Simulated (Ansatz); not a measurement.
Quick settings and what they miss: LiCd₃ (Fm-3m, 4 atoms in the cell)

Self-consistent single point.

```yaml
crystal:
  lattice:
    - [0.00000, 3.35765, 3.35765]
    - [3.35765, 0.00000, 3.35765]
    - [3.35765, 3.35765, 0.00000]
  atoms:
    - { symbol: Li, position: [0.00000, 0.00000, 0.00000] }
    - { symbol: Cd, position: [0.25000, 0.25000, 0.25000] }
    - { symbol: Cd, position: [0.75000, 0.75000, 0.75000] }
    - { symbol: Cd, position: [0.50000, 0.50000, 0.50000] }
```

Method: r2SCAN, default PAW files made with PBE (plane waves; Ansatz, a quantum-chemistry and plane-wave program).

Base settings: basis.ecutwfc = 36.7 Ry; kpoints.mp_grid.grid = 6 6 6; hamiltonian.xc = r2scan; hamiltonian.pseudopotentials = {kind: paw} (the program's default PAW files); scf.occupations.method = cold; scf.occupations.width = 0.0073 Ry.

Tight run (finer mesh or higher cutoff; not a proven limit): basis.ecutwfc: 36.7 Ry → 51.4 Ry; kpoints.mp_grid.grid: 6 6 6 → 9 9 9; scf.convergence.dr2_threshold: default (1e-07 eV) → 1e-09 eV. It gave Fermi level (on the code's own zero) 13.19 eV; pressure 1.92 GPa.

Quick runs, as changes from the base:
- A: the base itself
- B: basis.ecutwfc: 36.7 Ry → 21.7 Ry; kpoints.mp_grid.grid: 6 6 6 → 4 4 4; hamiltonian.xc: r2scan → lda; scf.occupations.method: cold → fermi_dirac; scf.occupations.width: 0.0073 Ry → 0.0367 Ry; scf.convergence.dr2_threshold: default (1e-07 eV) → 0.0001 eV [LDA (PW92)]
- C: basis.ecutwfc: 36.7 Ry → 29.4 Ry; kpoints.mp_grid.grid: 6 6 6 → 2 2 2; scf.occupations.width: 0.0073 Ry → 0.0367 Ry; scf.convergence.dr2_threshold: default (1e-07 eV) → 0.001 eV
- D: kpoints.mp_grid.grid: 6 6 6 → 4 4 4; scf.convergence.dr2_threshold: default (1e-07 eV) → 0.0001 eV

Energies are extrapolated to zero smearing width, which holds to low order in the width alone.

Dashes: energy of B, another energy zero; count of B, another kind of functional, whose work the count does not hold.

† marks runs with another functional, U, potentials or spin treatment: their distance from the tight run is not a convergence error alone.

The count of work is k-points × plane waves × bands × iterations; it is no time. 

Pressures in the table are Ansatz's without its Pulay estimate, at a fixed set of plane waves; the tight run's value above holds the estimate.

The starting cell comes from a database of computed structures (which also holds hypothetical and non-ambient phases and stackings), without a prior relaxation at this level. Its lattice was rescaled by a random factor within 2.5 % of one. The cutoff lies below the one recommended for these files.

| run | energy less tight (meV/atom) | pressure less tight (GPa) | count of work / tight |
|---|---|---|---|
| A | 1.2 | -0.32 | 0.22 |
| B† | – | -15.36 | – |
| C | 403.2 | 2.46 | 0.021 |
| D | -4.5 | 0.01 | 0.077 |

Among the runs at the tight run's level, the energy misses run from 1.2 to 403.2 meV/atom.

Left out of this page: 1 run of the series unsound by tests on forces, stress, charge or solver warnings; 1 run of the series with a known weakness of the program.

Keys are those of Ansatz 0.2.
